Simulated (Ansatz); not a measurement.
End structure of a constructed model of the (110) surface of bcc Nb, a layer of Re in place of the third plane (bottom of the slab: a bare face, its two planes held):

```yaml
crystal:
  lattice:
    - [2.86732, 0.00000, 0.00000]
    - [-0.95577, 2.70334, 0.00000]
    - [0.00000, 0.00000, 28.00000]
  atoms:
    - { symbol: Nb, position: [0.50000, 0.50000, 0.29375] }
    - { symbol: Nb, position: [0.00000, 0.00000, 0.37737] }
    - { symbol: Nb, position: [0.50000, 0.50000, 0.46155] }
    - { symbol: Re, position: [0.00000, 0.00000, 0.53836] }
    - { symbol: Nb, position: [0.50000, 0.50000, 0.61591] }
    - { symbol: Nb, position: [0.00000, 0.00000, 0.69716] }
```

Set-up: 6 atoms, 11.5 Å thick at the start; mesh 14x14x1; 0.1 eV smearing; dipole correction on; 2 atoms held, the rest relaxed; held to the start's symmetry, so lower structures may exist; no spin, no spin-orbit, no U. In PBE it is, or lies within 0.01 eV a 1x1 cell of, the lowest of the 2 structures of its composition computed so far; larger cells were not tried.

Estimate the work function of the top face that PBE (Ansatz, a program for electronic structure) returns for this input.

4.50 eV
